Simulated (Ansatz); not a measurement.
## How far to go with the k-point mesh: a (110) slab of FeAl (cut from a parent of space group no. 221; 10 atoms in the cell)

```xyz
10
Lattice="2.9187 0.0000 0.0000 0.0000 4.1277 0.0000 0.0000 0.0000 22.2555" Properties=species:S:1:pos:R:3 pbc="T T T"
Al     1.4594     1.0319     7.0000
Fe     0.0000     3.0958     7.0000
Al     1.4594     3.0958     9.0639
Fe     0.0000     1.0319     9.0639
Al     1.4594     1.0319    11.1277
Fe     0.0000     3.0958    11.1277
Al     1.4594     3.0958    13.1916
Fe     0.0000     1.0319    13.1916
Al     1.4594     1.0319    15.2555
Fe     0.0000     3.0958    15.2555
```

Computed with LDA (PW92), default PAW files made with PBE (plane waves; Ansatz, an electronic-structure program).

Base settings: basis.ecutwfc = 420 eV; kpoints.mp_grid.grid = 7 5 1; hamiltonian.xc = lda; hamiltonian.pseudopotentials = {kind: paw} (the program's default PAW files); scf.occupations.method = fermi_dirac; scf.occupations.width = 0.1 eV.

Only quantities that move along the ladder and can be compared are tabulated.

The count of work is k-points × plane waves × bands × iterations; it is no time. Core times come from one kind of shared machine, to one figure; runs under 30 s give none.

The starting cell has typed, rounded lattice constants, without a prior relaxation at this level. The slab is cut from that crystal, and its faces are unrelaxed. Its lattice was rescaled by up to half a per cent. Spin polarisation is off. In the base run, forces exceed 1 eV/Å.

| kpoints.mp_grid.grid | free energy less the last step's (meV/atom) | largest difference of a force vector from the last step's (eV/Å) | count of work / last | core time / last (rough) |
|---|---|---|---|---|
| 2 2 1 | 89.26 | 0.219 | 0.035 | – |
| 3 2 1 | -28.67 | 0.110 | 0.030 | – |
| 3 3 1 | 11.02 | 0.210 | 0.027 | – |
| 4 3 1 | -2.64 | 0.087 | 0.040 | – |
| 5 3 1 | 14.30 | 0.048 | 0.036 | – |
| 5 4 1 | 4.26 | 0.030 | 0.061 | – |
| 6 4 1 | -3.99 | 0.024 | 0.065 | – |
| 7 5 1 | 0.90 | 0.035 | 0.073 | – |
| 8 6 1 | 1.32 | 0.015 | 0.12 | – |
| 10 7 1 | 0.11 | 0.009 | 0.15 | – |
| 11 8 1 | 0.08 | 0.005 | 0.16 | – |
| 13 9 1 | 0.10 | 0.002 | 0.21 | 0.2 |
| 15 11 1 | -0.01 | 0.001 | 0.29 | 0.3 |
| 18 13 1 | 0.01 | 0.001 | 0.42 | 0.4 |
| 21 15 1 | 0.01 | 0.000 | 0.53 | 0.5 |
| 25 18 1 | 0.00 | 0.000 | 0.79 | 0.8 |
| 29 21 1 | 0.00 | 0.000 | 1.0 | 1 |

Coarsest kpoints.mp_grid.grid that holds the free energy within 1 meV/atom of the last step, with all finer ones: 10 7 1, at 0.15 of the last step's count of work; the step before is off by 1.3 meV/atom.

Coarsest kpoints.mp_grid.grid that holds the forces within 0.01 eV/Å of the last step, with all finer ones: 10 7 1, at 0.15 of the last step's count of work; the step before is off by 0.015 eV/Å.

Keys are those of Ansatz 0.2.
